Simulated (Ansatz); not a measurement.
InSb, pressure series

Base system: InSb in the zinc blende structure (space group F-43m, No. 216).

```xyz
2
Lattice="0.0000 3.3175 3.3175 3.3175 0.0000 3.3175 3.3175 3.3175 0.0000" Properties=species:S:1:pos:R:3 pbc="T T T"
Sb     4.9762     4.9762     4.9762
In     0.0000     0.0000     0.0000
```

Cell and atoms are relaxed at each pressure.

Calculations: PBE (Ansatz, a quantum-chemistry and plane-wave program, PAW, without spin-orbit coupling), earlier PAW set.

Notes on the quantities. enthalpy: H = E + PV relative to the base's energy.

| variant | shortest interatomic distance | enthalpy |
|---|---|---|
| base | 2.873 Å | – |
| pressure −2 GPa | 2.935 Å | -0.47 eV/atom |
| pressure −1 GPa | ? | -0.23 eV/atom |
| pressure 3 GPa | ? | +0.66 eV/atom |
| pressure 7 GPa | ? | +1.48 eV/atom |
| pressure 15 GPa | 2.659 Å | +2.99 eV/atom |
| pressure 30 GPa | ? | +5.54 eV/atom |
| pressure 50 GPa | 2.467 Å | +8.57 eV/atom |
| pressure 75 GPa | 2.391 Å | +12.01 eV/atom |
| pressure 100 GPa | 2.334 Å | +15.17 eV/atom |

Q: Complete the table.

A: 
- pressure −1 GPa, shortest interatomic distance: 2.902 Å
- pressure 3 GPa, shortest interatomic distance: 2.808 Å
- pressure 7 GPa, shortest interatomic distance: 2.745 Å
- pressure 30 GPa, shortest interatomic distance: 2.556 Å

Load acts through the strain it causes; cell and atoms are relaxed under it. Stability against distortions was not tested. Tetrahedral semiconductors of this kind turn to denser phases somewhere between about 1 and 50 GPa; those were not computed, so compressed cells here can lie past the real transition. All final runs are without spin polarisation.
